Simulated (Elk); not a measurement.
Elk run on Be₃Ir (I4/mmm, 4 atoms in the cell): self-consistent single point.

Method of the run: Elk with LDA (PW92), all-electron FP-LAPW, Elk's shipped species files, default APW+lo basis.

```yaml
crystal:
  lattice:
    - [-1.63128, 1.63128, 3.62485]
    - [1.63128, -1.63128, 3.62485]
    - [1.63128, 1.63128, -3.62485]
  atoms:
    - { symbol: Be, position: [0.75000, 0.25000, 0.50000] }
    - { symbol: Be, position: [0.25000, 0.75000, 0.50000] }
    - { symbol: Be, position: [0.50000, 0.50000, 0.00000] }
    - { symbol: Ir, position: [0.00000, 0.00000, 0.00000] }
```

Reference input (self-consistent single point, DFT, LDA (PW92), all-electron FP-LAPW, Elk's shipped species files, default APW+lo basis): swidth = 0.00183747 Ha; ngridk = 7 7 7; rmtscf = 0.89; maxscl = 100. This run's input differs from it in these lines:

```diff
@@ -7,3 +7,3 @@
 swidth
-  0.00183747
+  0.000918733
```

Log, with long lists cut:

```
│ Self-consistent loop started │
│ Loop number : 1 │
 total energy                :     -17877.1125000
│ Loop number : 2 │
 total energy                :     -17877.9490928
RMS change in Kohn-Sham potential (target) :   0.1431778509     (  0.1000000000E-05)
Absolute change in total energy (target)   :   0.8365927213     (  0.1000000000E-03)
│ Loop number : 3 │
 total energy                :     -17882.7018568
RMS change in Kohn-Sham potential (target) :   0.1045241682     (  0.1000000000E-05)
Absolute change in total energy (target)   :    4.961912200     (  0.1000000000E-03)
│ Loop number : 4 │
   [... lines left out ...]
Absolute change in total energy (target)   :   0.1043865330E-02 (  0.1000000000E-03)
│ Loop number : 14 │
 total energy                :     -17891.9686894
RMS change in Kohn-Sham potential (target) :   0.1104078729E-06 (  0.1000000000E-05)
Absolute change in total energy (target)   :   0.2384436884E-03 (  0.1000000000E-03)
│ Loop number : 15 │
 total energy                :     -17891.9686914
RMS change in Kohn-Sham potential (target) :   0.6202354002E-07 (  0.1000000000E-05)
Absolute change in total energy (target)   :   0.6155253504E-04 (  0.1000000000E-03)
Convergence targets achieved

│ Loop number : 16 │

Energies :
 Fermi                       :     0.353718307766
 total energy                :     -17891.9686973

Density of states at Fermi energy :    108.8621003
 (states/Hartree/unit cell)

Estimated indirect band gap :   0.7008963241E-03
 from k-point     20 to k-point     40
Estimated direct band gap   :   0.3345204964E-01
 at k-point     21

Charges :
 core                        :    54.00000000
 valence                     :    35.00000000
 interstitial                :    5.525350019
 muffin-tins (core leakage)
  species :    1 (Be)
   atom    1                 :    2.586378954     (  0.3447587345E-02)
   atom    2                 :    2.586378954     (  0.3447587345E-02)
   atom    3                 :    2.607569608     (  0.3471946108E-02)
  species :    2 (Ir)
   atom    1                 :    75.69432247     (  0.1198121722E-02)
 total in muffin-tins        :    83.47464998
 total calculated charge     :    88.98363855
 total charge                :    89.00000000
 error                       :   0.1636144586E-01

│ Self-consistent loop stopped │
```

The run converged in 16 iterations. The count includes the last loop, which Elk runs after its targets are met. Against the reference run the free energy rises by 2.1 meV/atom.

The starting cell comes from a database of computed structures (which also holds hypothetical and non-ambient phases and stackings), without a prior relaxation at this level. Its lattice was rescaled by a random factor within 2.5 % of one. Spin-orbit coupling is off. Spin polarisation is off. Values depend on the basis (sphere radii, cutoffs, local orbitals), which need not be converged. The log's line on a gap gives a spacing of levels on this mesh, which the program prints for metals too.
